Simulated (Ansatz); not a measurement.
The starting structures come from a database of crystals and need not be the phases stable at ambient conditions.

 Where the default PAW files enter, the runs use the earlier of Ansatz's two default sets.

By PBEsol, the system below comes out a metal.

The ballistic (Sharvin) conductance counts the channels at the Fermi level: G/A = (e²/h) × channels of both spins per area.

Data:

```
CELL_PARAMETERS angstrom
      3.74268     0.00000     0.00000
      0.00000     3.74268     0.00000
      1.87134    -1.87134     1.92748
ATOMIC_POSITIONS crystal
  Sb 0.00000 0.00000 0.00000
```

Space group of this cell: I4/mmm. The cell is strained (lengths along the current scaled by 1.03, ions clamped); by PBEsol its mean pressure is -2.5 GPa.

The current flows along the normal of the first two printed cell vectors, the (001) (indices of the unstrained crystal) plane of the conventional cell. No spin-orbit coupling; the value is a mean over 0.1 eV about the Fermi level.

**Question.** Give the ballistic conductance per area that PBEsol run with Ansatz (a quantum-chemistry and plane-wave program) yields.

**Answer.** 1.4 × 10¹⁵ S/m² for both spins.
